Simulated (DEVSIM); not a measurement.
Structure: abrupt GaAs p-n junction, at 300 K.

Layer 1 from the left is GaAs, thickness (μm) 6.10, Na (cm⁻³) 3.8e15, τn (s) 1.6e-9, τp (s) 1.6e-9. Layer 2 from the left is GaAs, thickness (μm) 1.70, Nd (cm⁻³) 4.1e14, τn (s) 1.6e-9, τp (s) 1.6e-9.

Left contact: ohmic. Right contact: ohmic. Voltage is applied to the left contact. Recombination: SRH at mid-gap, radiative, Auger. Mobility is constant in doping.

The device is made up for the run: typed textbook-type constants, with dimensions and the other settings drawn at random. Values at 300 K.

GaAs: gap (eV) 1.424, affinity (eV) 4.07, permittivity 12.9, Nc (cm⁻³) 4.7e17, Nv (cm⁻³) 9e18, μn (cm²/Vs) 8500, μp (cm²/Vs) 400, B (cm³/s) 2e-10, Cn (cm⁶/s) 1e-30, Cp (cm⁶/s) 1e-30.

DEVSIM, 1D drift-diffusion, Boltzmann statistics, complete ionisation; no tunnelling, impact ionisation, image-force lowering or self-heating.

Q: What does the simulation give for the dark forward voltage at 1 A/cm², the dark forward voltage at 100 A/cm², the potential step across the device at zero bias, the largest field in the device at zero bias?

A: dark forward voltage at 1 A/cm² 0.921 V; dark forward voltage at 100 A/cm² 1.135 V; potential step across the device at zero bias 1.041 V; largest field in the device at zero bias 10000 V/cm.
